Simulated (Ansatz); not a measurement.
Base system: Nb$_{2}$O$_{5}$ (space group C2, No. 5; a = 5.960 Å, b = 5.089 Å, c = 5.742 Å, α = γ = 90.00°, β = 117.74°; a cell from a computed database, its experimental status unchecked).

Levels (all Ansatz, a program for electronic structure, PAW): PBEsol (420 eV, no SOC); r2SCAN (500 eV, scalar-relativistic without spin-orbit coupling); HSE06 (420 eV, no SOC).

One geometry, relaxed with PBEsol, under each level:

```csv
level,band gap,lowest conduction level above the VBM at special points,pressure
PBEsol,1.89 eV,V₂ 1.89 eV; M₂ 2.16 eV; Y₂ 2.21 eV; C₂ 2.22 eV,0.00 GPa
r2SCAN,[?],[?],[?]
HSE06,3.24 eV,V₂ 3.24 eV; M₂ 3.56 eV; Y₂ 3.59 eV; Γ 4.41 eV,–
```

Q: Give the withheld r2SCAN results.

A: 
- r2SCAN, band gap: 2.27 eV
- r2SCAN, lowest conduction level above the VBM at special points: V₂ 2.27 eV; M₂ 2.58 eV; Y₂ 2.60 eV; C₂ 2.61 eV
- r2SCAN, pressure: 2.28 GPa

Single points use the geometry relaxed with PBEsol. Their cutoffs differ, which shifts pressures a little. The hybrid gap comes from the SCF mesh plus the semilocal run's edge points and a few special points and is an upper bound. No phonon test of stability was made.
